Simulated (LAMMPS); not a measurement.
MD of Ni3Al (L1_2) at zero pressure, 4000 atoms, as a crystal; each row is its own run.

All values are model results, not measurements: classical MD, pair style eam/alloy, file NiAlH_jea.eam.alloy, run in LAMMPS.

```
T (K)  enthalpy (eV/atom)
-----  ------------------
200               -4.5459
300               -4.5193
740               -4.3971
1240              -4.2500
1480              -4.1756
1730              -4.0954
1980              -4.0056
```

### Question
Fit a straight line, y = a + b x, to these rows (x is the first column, y the second) and predict the run at x = 990.

### Answer
Least squares gives a = -4.6128 and b = 0.0003000. At x = 990 the fit predicts -4.3158 eV/atom. The run itself gave -4.3244 ± 0.0001 eV/atom, so the fit is 8.6 meV/atom high.

Caution (rows 1730; 1980): this crystal lies over the melting point of about 1570 K that EAM-type NiAlH_jea.eam.alloy gives, so it is superheated.
